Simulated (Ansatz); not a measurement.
Start from Si in the diamond structure (space group Fd-3m, No. 227; a = 5.4021 Å). Axes: x, y, z lie along the cube axes.

Method: DFT with LDA, PAW potentials and a 420 eV plane-wave cutoff in Ansatz (a first-principles code), no spin-orbit coupling.

Strains are applied to the cell and any free atomic positions relax.

One change was made to it. Results:

```csv
quantity,base,after
"valence-band top at Γ (three highest levels, from the VBM)","0.00, 0.00, 0.00 eV","0.00, 0.00, -0.14 eV"
band gap,0.45 eV,0.38 eV
"pressure (mean of the normal stresses, compression positive)",-0.01 GPa,-1.85 GPa
energy relative to the base (free energy F),0 meV/atom,+3.9 meV/atom
```

### Question
Name the change that was made.
A) uniaxial strain ε_zz = +2.00 %
B) uniaxial strain ε_zz = −2.50 %
C) uniaxial strain ε_zz = −2.00 %
D) uniaxial strain ε_zz = +1.50 %

### Answer
A, uniaxial strain ε_zz = +2.00 %. For comparison, the valence-band top at Γ in the other runs: uniaxial strain ε_zz = +1.50 % gives 0.00, 0.00, -0.11 eV; uniaxial strain ε_zz = −2.00 % gives 0.00, -0.14, -0.14 eV; uniaxial strain ε_zz = −2.50 % gives 0.00, -0.18, -0.18 eV.

Stability against distortions was not tested. A zero or small gap of Si under uniaxial strain ε_zz = −2.00 % and Si under uniaxial strain ε_zz = −2.50 % can be the functional's error rather than a property of the material.
